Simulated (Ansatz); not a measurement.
Where the default PAW files enter, the runs use the earlier of Ansatz's two default sets.

Consider the following.

```
BaTiO3
1.0
    3.99038     0.00000     0.00000
    0.00000     4.10266     0.00000
    0.00000     0.00000     3.99038
Ba Ti O
1 1 3
Cartesian
  1.99519   1.71270   1.99519
  0.00000   3.69223   0.00000
  1.99519   3.83919   0.00000
  0.00000   3.83919   1.99519
  0.00000   1.85042   0.00000
```

Space group of this cell: P4mm. The cell is taken as given; by r2SCAN its mean pressure is -1.7 GPa.

The current runs along the normal of the first two printed vectors, the (100) plane. All runs by Ansatz (a program for electronic structure), plane waves and PAW, without spin-orbit coupling; the base is r2SCAN.

```tsv
run	mean pressure (GPa)	gap (eV)	mid-gap κ (1/Å)
base	-1.7	2.20	0.286
all lengths scaled by 0.98	9.9	?	?
all lengths scaled by 1.02	-10.5	2.05	0.283
lda in place of r2scan	-9.3	1.75	0.247
lengths across the current scaled by 0.98, ions clamped	5.8	2.31	0.293
lengths across the current scaled by 1.02, ions clamped	-7.7	?	?
lengths along the current scaled by 0.97, ions clamped	4.0	?	?
lengths along the current scaled by 1.03, ions clamped	-6.2	2.13	0.293
pbesol in place of r2scan	-4.6	1.80	0.251
```

Task: Some entries are withheld; supply them.

Result: 
- all lengths scaled by 0.98, gap (eV): 2.35
- all lengths scaled by 0.98, mid-gap κ (1/Å): 0.289
- lengths across the current scaled by 1.02, ions clamped, gap (eV): 2.09
- lengths across the current scaled by 1.02, ions clamped, mid-gap κ (1/Å): 0.280
- lengths along the current scaled by 0.97, ions clamped, gap (eV): 2.27
- lengths along the current scaled by 0.97, ions clamped, mid-gap κ (1/Å): 0.280
